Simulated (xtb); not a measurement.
xtb 6.7.1, GFN2-xTB: Ba(Br)(fmdH) ([Br][Ba]1[NH]C=[NH]->1), 8 atoms. The geometry is a generated start, not checked to be a minimum at this level.

```
Quantity                                                                                                       Result
------------------------  -------------------------------------------------------------------------------------------
method                                                                                                       GFN2-xTB
--acc                                                                                                     1 (default)
--etemp (K)                                                                                             300 (default)
detailed input (--input)  none: ANC optimiser, Lindh (1995) Hessian, microcycle=20, maxdispl=1.0, hlow=0.01 (default)
basis functions                                                                                                    35
valence electrons                                                                                                  26
```

```xyz
8

Ba    -0.1278     1.3022    -0.9903
Br    -0.5364     3.4919    -2.7013
C      0.1124    -0.8155     0.6280
N      0.3511    -0.9763    -0.6395
N     -0.2678     0.3183     1.1383
H      0.2393    -1.6754     1.2993
H      0.6370    -1.9170    -0.8711
H     -0.4078     0.2718     2.1367
```

The structure is relaxed from this start with --opt LEVEL for the levels crude, sloppy, loose, lax, normal, tight, vtight, extreme, once each. Up to the end of the extreme run atoms move by at most 0.99 Å along an axis.

Task: What is the loosest level that ends within 5 meV of the extreme run, and how many cycles does it take?

Result: normal: 28 cycles against 39, ending 0.18 meV above.

```csv
level,cycles,energy above the extreme run (meV),gradient norm (eV/Å)
crude,1,100,0.061
sloppy,1,100,0.061
loose,1,100,0.061
lax,1,100,0.061
normal,28,0.18,0.014
tight,31,0.054,0.0040
vtight,37,under 0.01,0.00096
extreme,39,—,0.00061
```
